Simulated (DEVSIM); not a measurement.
## abrupt GaAs p-n junction

Device: abrupt GaAs p-n junction, at 300 K.

```tsv
layer (left to right)	material	thickness (μm)	Nd (cm⁻³)	Na (cm⁻³)	τn (s)	τp (s)
1	GaAs	69.0	-	6.8e17	2.2e-9	7.2e-10
2	GaAs	29.0	3.3e14	-	7.2e-10	7.2e-10
```

Left contact: ohmic. Right contact: ohmic. Voltage is applied to the left contact. Recombination: SRH at mid-gap. Mobility is μmin + (μ − μmin)/(1 + (N/Nref)^α).

This is a model device: material constants are rounded textbook-type values typed into the input, and sizes, dopings and lifetimes were drawn at random. Values at 300 K.

```csv
parameter,GaAs
gap (eV),1.424
affinity (eV),4.07
permittivity,12.9
Nc (cm⁻³),4.7e17
Nv (cm⁻³),9e18
μn (cm²/Vs),8500
μp (cm²/Vs),400
"μn,min",500
"μp,min",20
"Nref,n",6e16
"Nref,p",1.5e17
αn,0.39
αp,0.38
```

Simulated with DEVSIM: 1D drift-diffusion, Boltzmann statistics, complete ionisation; no tunnelling, impact ionisation, image-force lowering or self-heating.

```json
{
 "potential_step_across_the_device_at_zero_bias": "1.170 V",
 "largest_field_in_the_device_at_zero_bias": "43000 V/cm",
 "Dark forward voltage at 1 A/cm²": "0.923 V",
 "Dark forward voltage at 100 A/cm²": "1.769 V"
}
```

Small-signal capacitance in reverse bias (quasi-static):

```csv
V (V),C (nF/cm²)
-0.2,4.96
-0.5,4.43
-1,3.84
-1.5,3.44
-2,3.14
-3,2.73
-4,2.44
-5,2.23
-6.5,2.00
-8,1.82
-10,1.65
```

Dark reverse current:

| V (V) | J (A/cm²) |
|---|---|
| -0.20 | -8.2e-9 |
| -0.50 | -1.7e-8 |
| -1.00 | -2.9e-8 |
| -1.50 | -3.8e-8 |
| -2.00 | -4.7e-8 |
| -3.00 | -6.2e-8 |
| -4.00 | -7.5e-8 |
| -5.00 | -8.6e-8 |
| -6.50 | -1.0e-7 |
| -8.00 | -1.2e-7 |
| -10.00 | -1.3e-7 |
